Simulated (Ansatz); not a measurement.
## A constructed model of the (0001) surface of hcp Ti, a layer of Ag in place of the second plane (bottom of the slab: a bare face, its two planes held)

Level of theory: PBE (plane waves to 420 eV, PAW; Ansatz, an electronic-structure program).

Set-up: 6 atoms, 11.4 Å thick at the start; mesh 15x15x1; 0.1 eV smearing; dipole correction on; 2 atoms held, the rest relaxed; start symmetry kept, larger cells not searched; no spin, no spin-orbit, no U. In PBE it lies 0.26 eV a 1x1 cell over the lowest computed structure of the same composition (a layer of Ag in place of the third plane).

```
Property                                                       Result
-----------------------------  --------------------------------------
work function of the top face                                 4.21 eV
energy released by relaxation                                 0.13 eV
cost                           about 90 core-seconds (a rough figure)
```
